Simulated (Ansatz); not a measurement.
# Response to strain in Rh

Start from Rh in the fcc (Cu type) structure (space group Fm-3m, No. 225; a = 3.755 Å; relaxed with 0.1 eV smearing). Axes: x, y, z lie along the cube axes.

Strains are applied to the cell and any free atomic positions relax; under biaxial strain the out-of-plane vector relaxes too.

Computed with DFT with LDA, PAW potentials and a 420 eV plane-wave cutoff in Ansatz (a program for electronic structure), no SOC.

Notes on the quantities. energy relative to the base: free energy F.

```tsv
variant	energy relative to the base	ratio −ε⊥/ε∥
base	0 meV/atom	–
biaxial strain −2.50 %, plane normal [111], relaxed out of plane	+39 meV/atom	…
biaxial strain −2.08 %, plane normal [111], relaxed out of plane	+26 meV/atom	…
biaxial strain −1.25 %, plane normal [111], relaxed out of plane	+9.3 meV/atom	0.56
biaxial strain −0.83 %, plane normal [111], relaxed out of plane	+4.0 meV/atom	0.56
biaxial strain −0.42 %, plane normal [111], relaxed out of plane	+1.0 meV/atom	–
biaxial strain +0.83 %, plane normal [111], relaxed out of plane	+3.8 meV/atom	0.55
biaxial strain +1.25 %, plane normal [111], relaxed out of plane	+8.4 meV/atom	0.55
biaxial strain +2.08 %, plane normal [111], relaxed out of plane	…	0.55
biaxial strain +2.50 %, plane normal [111], relaxed out of plane	+32 meV/atom	0.54
```

Q: Some entries are withheld; estimate them.

A: 
- biaxial strain −2.50 %, plane normal [111], relaxed out of plane, ratio −ε⊥/ε∥: 0.58
- biaxial strain −2.08 %, plane normal [111], relaxed out of plane, ratio −ε⊥/ε∥: 0.57
- biaxial strain +2.08 %, plane normal [111], relaxed out of plane, energy relative to the base: +23 meV/atom

Whether these cells are dynamically stable was not tested. The final runs are not spin-polarised. Rh lies near a magnetic instability that expansion can trigger; it was not tested.
